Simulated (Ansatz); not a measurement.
Take ZnO in the wurtzite structure (space group P6_3mc, No. 186) as the base.

```
ZnO
1.0
    3.22996     0.00000     0.00000
   -1.61498     2.79723     0.00000
    0.00000     0.00000     5.21438
Zn O
2 2
Direct
  0.33333   0.66667   0.00154
  0.66667   0.33333   0.50154
  0.33333   0.66667   0.38046
  0.66667   0.33333   0.88046
```

Cartesian axes are those of the cell as printed.

Computed with Kohn–Sham DFT with the PBEsol functional, run in Ansatz (an electronic-structure program) with PAW and 420 eV plane waves, no spin-orbit coupling.

Strains are applied to the cell and any free atomic positions relax; under biaxial strain the out-of-plane vector relaxes too.

One change was made to it. Results:

| quantity | base | after |
|---|---|---|
| volume per atom | 11.78 Å³ | 11.41 Å³ |
| width of the top valence band | 1.83 eV | 1.91 eV |

Task: Name the change that was made.
A) biaxial strain −3.00 %, plane normal [001], relaxed out of plane
B) biaxial strain −1.20 %, plane normal [001], relaxed out of plane
C) biaxial strain −0.60 %, plane normal [001], relaxed out of plane

Result: A, biaxial strain −3.00 %, plane normal [001], relaxed out of plane. For comparison, the volume per atom in the other runs: biaxial strain −1.20 %, plane normal [001], relaxed out of plane gives 11.63 Å³; biaxial strain −0.60 %, plane normal [001], relaxed out of plane gives 11.71 Å³.

The levels and masses belong to the bands next to the band gap. Whether these cells are dynamically stable was not tested.
